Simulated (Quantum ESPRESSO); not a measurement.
**Short convergence ladders for ZnSb2 (P2, 6 atoms in the cell)**

```yaml
crystal:
  lattice:
    - [6.79981, 0.00000, 0.00000]
    - [0.00000, 6.79981, 0.00000]
    - [0.00000, 0.00000, 3.21039]
  atoms:
    - { symbol: Zn, position: [0.50000, 0.50000, 0.51557] }
    - { symbol: Zn, position: [0.00000, 0.00000, 0.00000] }
    - { symbol: Sb, position: [0.85289, 0.35289, 0.25000] }
    - { symbol: Sb, position: [0.35289, 0.14711, 0.75000] }
    - { symbol: Sb, position: [0.14711, 0.64711, 0.25000] }
    - { symbol: Sb, position: [0.64711, 0.85289, 0.75000] }
```

Base method: PBEsol, PSlibrary PAW (PBE) pseudopotentials (plane waves; Quantum ESPRESSO).

Base settings: ecutwfc = 50 Ry; ecutrho = 300 Ry; occupations = smearing; smearing = gauss; degauss = 0.0073499 Ry; input_dft = pbesol; potentials = {Zn: Zn.pbe-dn-kjpaw_psl.1.0.0.UPF, Sb: Sb.pbe-n-kjpaw_psl.1.0.0.UPF}; K_POINTS = automatic 2 2 4 0 0 0; conv_thr = 1e-10 Ry; mixing_beta = 0.7.

The count of work is k-points × plane waves × bands × iterations; it is no time. Core times come from one kind of shared machine, to one figure; runs under 30 s give none.

**The plane-wave cutoff**

Moved along: ecutrho.

The mesh stays at the base's, so the ladder's end is converged at best in this setting alone.

Only quantities that move along the ladder and can be compared are tabulated.

```tsv
ecutwfc	free energy less the last step's (meV/atom)	pressure (GPa)	largest difference of a force vector from the last step's (eV/Å)	count of work / last	core time / last (rough)
17.5 Ry	19191.29	-412.30	0.080	0.079	0.2
20 Ry	9289.17	-235.39	0.011	0.090	0.2
22 Ry	5139.97	-147.66	0.018	0.11	0.2
28 Ry	742.29	-31.75	0.011	0.14	0.3
50 Ry	19.15	-1.06	0.000	0.36	0.3
100 Ry	0.00	-0.64	0.000	1.0	1
```

Coarsest ecutwfc that holds the free energy within 5 meV/atom: not settled: the last two steps still differ by 19 meV/atom, over half the tolerance, so the ladder does not show it.

Coarsest ecutwfc that holds the pressure within 1 GPa of the last step, with all finer ones: 50 Ry, at 0.36 of the last step's count of work and about 0.3 of the last step's time; the step before is off by 31 GPa.

Coarsest ecutwfc that holds the forces within 0.02 eV/Å of the last step, with all finer ones: 20 Ry, at 0.090 of the last step's count of work and about 0.2 of the last step's time; the step before is off by 0.080 eV/Å.

At the lowest cutoff the pressure lies 412 GPa under the last step's, the usual sign of Pulay stress in an incomplete plane-wave basis.

**The density cutoff**

The mesh stays at the base's, so the ladder's end is converged at best in this setting alone.

Only quantities that move along the ladder and can be compared are tabulated.

| ecutrho | free energy less the last step's (meV/atom) | pressure (GPa) | core time / last (rough) |
|---|---|---|---|
| 100 Ry | -5.79 | -0.82 | 0.3 |
| 200 Ry | -0.06 | -1.06 | 0.3 |
| 300 Ry | 0.00 | -1.06 | 0.4 |
| 600 Ry | 0.00 | -1.06 | 1 |

Coarsest ecutrho that holds the pressure within 0.2 GPa of the last step, with all finer ones: 200 Ry, at about 0.3 of the last step's time; the step before is off by 0.24 GPa.

Coarsest ecutrho that holds the free energy within 0.5 meV/atom of the last step, with all finer ones: 200 Ry, at about 0.3 of the last step's time; the step before is off by 5.8 meV/atom.

On the base run: the starting cell comes from a database of computed structures (which also holds hypothetical and non-ambient phases and stackings), without a prior relaxation at this level. Its lattice was rescaled by up to half a per cent. One atom was moved a little off its site on purpose. The run gives no clean gap (levels at the Fermi energy touch, overlap or are partly filled at this smearing), which alone does not show that the compound is a metal. Without a gap this mesh is coarse (it stands for a supercell whose shortest vector is 13 Å).
